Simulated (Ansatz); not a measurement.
For GeRh (model structure, started from the CsCl type, Pm-3m, No. 221, 2 atoms in the cell), PBE (Ansatz, a quantum-chemistry and plane-wave program, PAW) gives:

| Item | Result |
|---|---|
| lattice parameter a | 3.078 Å |
| formation enthalpy | -0.291 eV/atom |

Question: What does r²SCAN in Ansatz (plane waves, PAW) give for the same quantities?

Answer: 
- lattice constant a: 3.048 Å (drops by 1.0 %)
- formation enthalpy: -0.244 eV/atom (moves by +0.047 eV/atom)

Changes are worked out from the printed values.

Unless a cell is named, each level is at its own relaxed cell (PBE 14.58, r²SCAN 14.17 Å³/atom).

The crystal itself was run without spin with r²SCAN; a magnetic state was not tried in these runs.

Ansatz's density-functional and Hartree–Fock values are scalar-relativistic unless marked +SOC, with PAW data made under PBE.

A model structure was made by putting elements into a prototype or built by hand; it is no filed structure, need not be a known phase, and can be a saddle point held by its symmetry.
